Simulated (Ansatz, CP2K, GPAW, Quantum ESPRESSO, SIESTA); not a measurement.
## Code comparison for Au₃Br (P1, 8 atoms in the cell)

Self-consistent single point, at a second geometry (atoms moved at random). First geometry:

```xyz
8
Lattice="6.7642 0.0000 0.0000 -3.3821 5.8580 0.0000 0.0000 0.0000 4.4834" Properties=species:S:1:pos:R:3 pbc="T T T"
Au     1.4756     0.8519     3.3626
Au     1.9065     5.0061     1.1209
Au     0.0000     1.7039     1.1209
Au     3.3821     4.1541     3.3626
Au     5.2887     0.8519     3.3626
Au    -1.9065     5.0061     1.1209
Br     3.3821     1.9527     1.1209
Br     0.0000     3.9053     3.3626
```

Second geometry:
```
CELL_PARAMETERS angstrom
      6.76424     0.00000     0.00000
     -3.38212     5.85800     0.00000
      0.00000     0.00000     4.48343
ATOMIC_POSITIONS crystal
  Au 0.30442 0.15035 0.75827
  Au 0.70506 0.85991 0.23912
  Au 0.13745 0.28780 0.22871
  Au 0.86409 0.71658 0.76440
  Au 0.84850 0.14335 0.74870
  Au 0.15348 0.84793 0.26653
  Br 0.65987 0.32771 0.24795
  Br 0.32712 0.66637 0.74633
```

Shared settings, as Ansatz (a program for electronic structure) writes them: kpoints.mp_grid.grid = 3 3 4; scf.occupations.method = fermi_dirac; scf.occupations.width = 0.1 eV. Potentials and cutoffs stand in the table.

| code | model | ΔF from the first geometry (meV/atom) | pressure (GPa) | largest force (eV/Å) | cutoff |
|---|---|---|---|---|---|
| GPAW | PBEsol, GPAW PAW datasets PBEsol (made by gpaw-setup) | 10.7 | -5.29 | 0.580 | 600 eV |
| Ansatz | PBEsol, PAW files made with PBE | 11.8 | -6.43 | 0.560 | default |
| Quantum ESPRESSO | PBEsol, GBRV 1.5 ultrasoft (PBESOL) pseudopotentials | 12.0 | -6.52 | 0.567 | 40 Ry |
| SIESTA | GGA PBEsol, numerical atomic orbitals DZP, PseudoDojo PBEsol standard norm-conserving potentials (rewritten from UPF to PSML) | 13.6 | -6.75 | 0.726 | grid 400 Ry |
| CP2K | PBEsol, GPW, TZVP-MOLOPT-SR-GTH basis, GTH-PBE potentials (GTH_POTENTIALS) | 9.1 | -3.83 | 0.644 | grid 500 Ry |

Size of the force on each atom (eV/Å): Sizes of forces hide their directions.

```json
[
 {"code": "GPAW", "Au1": "0.294", "Au2": "0.483", "Au3": "0.580", "Au4": "0.292", "Au5": "0.508", "Au6": "0.267", "Br7": "0.114", "Br8": "0.106"},
 {"code": "Ansatz", "Au1": "0.371", "Au2": "0.481", "Au3": "0.560", "Au4": "0.387", "Au5": "0.509", "Au6": "0.373", "Br7": "0.107", "Br8": "0.100"},
 {"code": "Quantum ESPRESSO", "Au1": "0.377", "Au2": "0.486", "Au3": "0.567", "Au4": "0.392", "Au5": "0.512", "Au6": "0.379", "Br7": "0.106", "Br8": "0.099"},
 {"code": "SIESTA", "Au1": "0.370", "Au2": "0.585", "Au3": "0.726", "Au4": "0.334", "Au5": "0.574", "Au6": "0.347", "Br7": "0.140", "Br8": "0.132"},
 {"code": "CP2K", "Au1": "0.246", "Au2": "0.534", "Au3": "0.644", "Au4": "0.243", "Au5": "0.545", "Au6": "0.147", "Br7": "0.121", "Br8": "0.113"}
]
```

No clean gap comes from GPAW, Ansatz, Quantum ESPRESSO, SIESTA and CP2K: levels at the Fermi energy touch, overlap or are partly filled at this smearing.

On Ansatz's run: spin-orbit coupling is off.

The spread over the programs that give each value: ΔF from the first geometry within 4.5 meV/atom; pressure within 2.92 GPa; largest force within 0.166 eV/Å.

SIESTA and CP2K use small atom-centred bases, whose incompleteness enters pressures, forces and empty levels differently from a plane-wave cutoff. Ansatz's pressure is given at a fixed set of plane waves, as the other plane-wave codes print theirs. In the pressure, GPAW (by 1.14) and CP2K (by 2.60) lie more than 1 GPa from the median of the plane-wave programs. In the force vectors, GPAW (by 0.158), SIESTA (by 0.253) and CP2K (by 0.347) lie more than 0.08 eV/Å from the median of the plane-wave programs.

The shared mesh is coarse (it stands for a supercell whose shortest vector is 18 Å), so the values are not converged in it.

The starting cell comes from a database of computed structures (which also holds hypothetical and non-ambient phases and stackings), without a prior relaxation at this level. For this run, on top of that: atoms moved at random.

Left out of this page: Elk (unsound by tests on forces, stress, charge or solver warnings); FLEUR (with a known weakness of the program).

Keys are those of Ansatz 0.2.
